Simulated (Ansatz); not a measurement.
Consider the following.

```xyz
2
Lattice="0.0000 2.1071 2.1071 2.1071 0.0000 2.1071 2.1071 2.1071 0.0000" Properties=species:S:1:pos:R:3 pbc="T T T"
O      0.0000     0.0000     0.0000
Mg     2.1071     2.1071     2.1071
```

No spin polarisation.

Level of theory: plane-wave PAW DFT at the PBEsol level (Ansatz, an electronic-structure program, 420 eV), without spin-orbit coupling. Γ-centred 13×13×13 mesh, Fermi–Dirac width 0.05 eV.

Problem. Predict the space group, band gap, hole mass and electron mass.

Solution. 
- Space group: Fm-3m (No. 225)
- Band gap: 4.62 eV
- Hole mass (degenerate bands, along [100]): 0.38, 2.1, 2.1 mₑ (at Γ)
- Electron mass: 0.34 mₑ (at Γ)

Effective masses come from finite differences of ±0.01 Å⁻¹. Stability against distortions was not tested. The cell was made from MgS by this change: S → O.
